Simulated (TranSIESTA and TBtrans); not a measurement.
Device: fluorene-2,7-diyl held by thiolate S between the apex atoms of two Al(100) rods. Leads: fcc Al rod along [100], layers of 5 and 4 atoms, a = 4.04 Å. Geometry: as built, not relaxed. Transport runs along z; the first 18 and the last 18 of the 92 atoms are the lead cells, repeated to infinity.

```xyz
92
Lattice="14.213 0.000 0.000 0.000 14.213 0.000 0.000 0.000 43.842" Properties=species:S:1:pos:R:3 pbc="F F T"
Al     7.107     7.107     0.000
Al     9.963     7.107     0.000
Al     7.107     9.963     0.000
Al     4.250     7.107     0.000
Al     7.107     4.250     0.000
Al     8.535     8.535     2.020
Al     5.678     8.535     2.020
Al     8.535     5.678     2.020
Al     5.678     5.678     2.020
Al     7.107     7.107     4.040
Al     9.963     7.107     4.040
Al     7.107     9.963     4.040
Al     4.250     7.107     4.040
Al     7.107     4.250     4.040
Al     8.535     8.535     6.060
Al     5.678     8.535     6.060
Al     8.535     5.678     6.060
Al     5.678     5.678     6.060
Al     7.107     7.107     8.080
Al     9.963     7.107     8.080
Al     7.107     9.963     8.080
Al     4.250     7.107     8.080
Al     7.107     4.250     8.080
Al     8.535     8.535    10.100
Al     5.678     8.535    10.100
Al     8.535     5.678    10.100
Al     5.678     5.678    10.100
Al     7.107     7.107    12.120
Al     9.963     7.107    12.120
Al     7.107     9.963    12.120
Al     4.250     7.107    12.120
Al     7.107     4.250    12.120
Al     8.535     8.535    14.140
Al     5.678     8.535    14.140
Al     8.535     5.678    14.140
Al     5.678     5.678    14.140
Al     7.107     7.107    16.160
S      6.052     5.321    17.155
C      6.098     6.104    18.764
C      5.029     6.929    19.175
C      5.054     7.548    20.435
C      6.157     7.323    21.258
C      7.208     6.516    20.862
C      7.199     5.893    19.614
C      8.270     6.433    21.921
C      7.670     7.313    22.980
C      8.205     7.631    24.228
C      7.475     8.481    25.078
S      8.131     8.910    26.687
C      6.228     8.997    24.667
C      5.703     8.668    23.408
C      6.447     7.823    22.584
H      4.184     7.089    18.518
H      4.238     8.182    20.754
H      8.024     5.262    19.309
H      9.230     6.852    21.554
H      8.384     5.392    22.288
H      9.163     7.229    24.533
H      5.668     9.651    25.324
H      4.747     9.060    23.088
Al     7.107     7.107    27.682
Al     8.535     8.535    29.702
Al     5.678     8.535    29.702
Al     8.535     5.678    29.702
Al     5.678     5.678    29.702
Al     7.107     7.107    31.722
Al     9.963     7.107    31.722
Al     7.107     9.963    31.722
Al     4.250     7.107    31.722
Al     7.107     4.250    31.722
Al     8.535     8.535    33.742
Al     5.678     8.535    33.742
Al     8.535     5.678    33.742
Al     5.678     5.678    33.742
Al     7.107     7.107    35.762
Al     9.963     7.107    35.762
Al     7.107     9.963    35.762
Al     4.250     7.107    35.762
Al     7.107     4.250    35.762
Al     8.535     8.535    37.782
Al     5.678     8.535    37.782
Al     8.535     5.678    37.782
Al     5.678     5.678    37.782
Al     7.107     7.107    39.802
Al     9.963     7.107    39.802
Al     7.107     9.963    39.802
Al     4.250     7.107    39.802
Al     7.107     4.250    39.802
Al     8.535     8.535    41.822
Al     5.678     8.535    41.822
Al     8.535     5.678    41.822
Al     5.678     5.678    41.822
```

Run with TranSIESTA and TBtrans (open boundaries, self-consistent; PseudoDojo norm-conserving potentials, scalar-relativistic): PAO.BasisSize SZP, PAO.EnergyShift 0.15 eV, XC.Authors PBE, Mesh.Cutoff 150 Ry, ElectronicTemperature 300 K, TS.Voltage 0.0 eV, TBT.Elecs.Eta 0.001 eV, no spin polarisation.

Energies count from the leads' Fermi level. Transmissions are for one spin of a degenerate pair. The energy step is 0.02 eV; narrower resonances are cut or missed.

| E (eV) | T |
|---|---|
| -0.20 | 0.00112 |
| -0.16 | 0.00109 |
| -0.12 | 0.00117 |
| -0.08 | 0.00141 |
| -0.04 | 0.00185 |
| 0.00 | 0.00259 |
| 0.04 | 0.00453 |
| 0.08 | 0.00585 |
| 0.12 | 0.00669 |
| 0.16 | 0.00752 |
| 0.20 | 0.00842 |

### Question
Give the zero-bias conductance in μS and the resistance at 300 K.

### Answer
At the Fermi level T = 0.00259. Averaged with −∂f/∂E over the full grid (kT = 25.9 meV) it is 0.00301, well away from the value at one energy, as T changes fast within a few kT. With G0 = 2e²/h = 77.48 μS, G = 0.233 μS and R = 1/G = 4290 kΩ.

### Question
Estimate the thermopower by Mott's formula S = −(π²/3)(kB²T/e) d ln T/dE from the rows at -0.04 and 0.04 eV.

### Answer
d ln T/dE = 11.2 eV⁻¹ and (π²/3) kB²T/e = 7.33 μV/K · eV, so S = -82 μV/K; the full integral gives -67 μV/K. A negative sign means that T rises with energy over the thermal window.

The leads' channel count changes near 0.03 eV, within the thermal window, so values at the Fermi level hang on where that band edge falls. Semilocal functionals put molecular levels too close to the Fermi level and tend to overestimate such conductances.
